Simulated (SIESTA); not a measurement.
Worked example: self-consistent single point of CaAg₂Ge₂ (I4mm, 5 atoms in the cell) in SIESTA.

Method of the run: LDA PW92, numerical atomic orbitals TZP, PseudoDojo LDA standard norm-conserving potentials (rewritten from UPF to PSML) (SIESTA).

```
CELL_PARAMETERS angstrom
     -2.14959     2.14959     5.42914
      2.14959    -2.14959     5.42914
      2.14959     2.14959    -5.42914
ATOMIC_POSITIONS crystal
  Ca 0.00460 0.00460 0.00000
  Ag 0.25000 0.75000 0.50000
  Ag 0.75000 0.25000 0.50000
  Ge 0.39031 0.39031 0.00000
  Ge 0.60969 0.60969 0.00000
```

Reference input (self-consistent single point, DFT, LDA PW92, numerical atomic orbitals TZP, PseudoDojo LDA standard norm-conserving potentials (rewritten from UPF to PSML)): XC.functional = LDA; XC.authors = PW92; potentials = PseudoDojo LDA standard; PAO.BasisSize = TZP; PAO.EnergyShift = 0.01 Ry; MeshCutoff = 350 Ry; kgrid.MonkhorstPack = 5 5 5; OccupationFunction = MP; OccupationMPOrder = 0; ElectronicTemperature = 0.1 eV; MaxSCFIterations = 150; SCF.Mixer.Method = Pulay. This run's input differs from it in these lines:

```diff
@@ -32,5 +32,5 @@
 %block kgrid.MonkhorstPack
-    5   0   0  0.0
-    0   5   0  0.0
-    0   0   5  0.0
+    8   0   0  0.0
+    0   8   0  0.0
+    0   0   8  0.0
 %endblock kgrid.MonkhorstPack
@@ -38,3 +38,3 @@
 OccupationMPOrder            0
-ElectronicTemperature        0.1 eV
+ElectronicTemperature        0.01 eV
```

Log, with long lists cut:

```
        iscf     Eharris(eV)        E_KS(eV)     FreeEng(eV)     dDmax    Ef(eV) dHmax(eV)
   scf:    1   -14203.630355   -14299.704619   -14299.704985  2.618854 -1.792111 29.127648
   scf:    2   -14350.055341   -14338.582728   -14338.583008  1.204353 -3.292296  3.017400
   scf:    3   -14339.424460   -14339.041459   -14339.041642  0.102820 -3.387995  2.147776
   scf:    4   -14339.347472   -14339.248171   -14339.248459  0.112910 -3.489145  0.678161
   scf:    5   -14339.257845   -14339.255560   -14339.255857  0.035080 -3.477194  0.173988
   [... 3 lines left out ...]
   scf:    9   -14339.256965   -14339.256965   -14339.257250  0.000140 -3.484755  0.003030
   scf:   10   -14339.256965   -14339.256965   -14339.257250  0.000068 -3.484688  0.000354
   scf:   11   -14339.256965   -14339.256965   -14339.257250  0.000033 -3.484713  0.000199
   scf:   12   -14339.256965   -14339.256965   -14339.257250  0.000006 -3.484718  0.000012
SCF Convergence by DM+H criterion
max |DM_out - DM_in|         :     0.0000055871
max |H_out - H_in|      (eV) :     0.0000116731
SCF cycle converged after 12 iterations

Using DM_out to compute the final energy and forces

siesta: E_KS(eV) =           -14339.2570

siesta: E_KS - E_eggbox =    -14339.2570

siesta: Atomic forces (eV/Ang):
     1    0.000026    0.000026   -0.174953
     2   -0.000026    0.000054    0.065062
     3    0.000054   -0.000026    0.065062
     4    0.000150    0.000150   -0.855913
     5   -0.000003   -0.000003    0.900681
   Tot    0.000200    0.000200   -0.000062
   Max    0.900681
   Res    0.324847    sqrt( Sum f_i^2 / 3N )
   Max    0.900681    constrained

Stress tensor Voigt[x,y,z,yz,xz,xy] (kbar):       18.40       18.40        5.53        0.01        0.01       -0.18
   [... lines left out ...]
siesta: FreeEng =    -14339.257250
siesta: Cell volume =        100.346385 Ang**3
siesta:         -14.10792239        -28.36933414  kBar
   [... lines left out ...]
             -0.272   0.402   0.272   0.402   2.009   2.007   2.002   2.007

              2.001   0.103   0.137   0.115   0.137   0.095

mulliken: Qtot =       76.000

Mulliken Atomic Populations:
Atom #   charge [q] valence [e]  Species
     1     0.544009    9.455991  Ca
     2     0.348559   18.651441  Ag
     3     0.348559   18.651441  Ag
     4    -0.597158   14.597158  Ge
     5    -0.643970   14.643970  Ge
 Total    -0.000000
```

The run converged in 12 iterations. Against the reference run the free energy drops by 5.6 meV/atom, the pressure stays near -1.41 GPa while the zz stress (positive for compression) goes from -0.07 to -0.55 GPa and the largest force goes from 0.791 to 0.901 eV/Å.

The starting cell comes from a database of computed structures (which also holds hypothetical and non-ambient phases and stackings), without a prior relaxation at this level. Its lattice was rescaled by up to half a per cent. One atom was moved a little off its site on purpose. Values carry the incompleteness of an atom-centred basis.

Cost on one core of a shared machine: roughly 2 min.
